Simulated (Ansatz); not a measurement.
We consider MgS (F-43m, No. 216, 2 atoms in the cell; start mp-13032; metastable phase), described by PBEsol in Ansatz (PAW).

Settings: plane-wave cutoff 520 eV, 10×10×10 k mesh, Fermi–Dirac smearing 0.01 eV, scalar-relativistic PAW data made under PBE.

The cell is the one relaxed with PBEsol. Conventional cell: a = 5.6516 Å, b = 5.6516 Å, c = 5.6516 Å, α = 90.00°, β = 90.00°, γ = 90.00°.

```
CELL_PARAMETERS angstrom
      0.00000     2.82578     2.82578
      2.82578     0.00000     2.82578
      2.82578     2.82578     0.00000
ATOMIC_POSITIONS crystal
  Mg 0.00000 0.00000 0.00000
  S  0.25000 0.25000 0.25000
```

### Question
List the 5 lowest band energies at Γ above −25 eV (eV, relative to the valence band maximum), grouping those that round alike.

### Answer
At Γ: -11.29, 0.00 (×3), 3.32.

A start named mp-… is a Materials Project structure, which need not be a measured phase.

Ansatz is an electronic-structure program.
